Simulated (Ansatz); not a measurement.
# A computed series for HfS2: response to strain

The reference is HfS₂ in the CdI2 type structure (space group P-3m1, No. 164; a = 3.6057 Å, c = 5.7676 Å; layered, stacked along the Cartesian z axis). Axes: x lies along a and z along c of the hexagonal cell.

Strains are applied to the cell and any free atomic positions relax.

Computed with Ansatz (a first-principles code), PBE-D3(BJ), PAW, cutoff 420 eV, no SOC.

Notes on the quantities. energy relative to the base: free energy F; pressure: mean of the normal stresses, compression positive.

| case | energy relative to the base | pressure | volume per atom |
|---|---|---|---|
| base | 0 meV/atom | 0.00 GPa | 21.65 Å³ |
| uniaxial strain ε_zz = −3.00 % | +3.1 meV/atom | 0.78 GPa | 21.00 Å³ |
| uniaxial strain ε_zz = −2.50 % | +2.1 meV/atom | 0.62 GPa | 21.11 Å³ |
| uniaxial strain ε_zz = −2.00 % | +1.3 meV/atom | 0.48 GPa | 21.21 Å³ |
| uniaxial strain ε_zz = −1.50 % | +0.7 meV/atom | 0.34 GPa | 21.32 Å³ |
| uniaxial strain ε_zz = −1.00 % | +0.3 meV/atom | 0.23 GPa | 21.43 Å³ |
| uniaxial strain ε_zz = −0.50 % | +0.1 meV/atom | 0.11 GPa | 21.54 Å³ |
| uniaxial strain ε_zz = +1.50 % | +0.6 meV/atom | -0.26 GPa | 21.97 Å³ |
| uniaxial strain ε_zz = +2.00 % | +1.0 meV/atom | -0.32 GPa | 22.08 Å³ |
| uniaxial strain ε_zz = +3.00 % | +2.2 meV/atom | -0.44 GPa | 22.30 Å³ |

Stability against distortions was not tested.
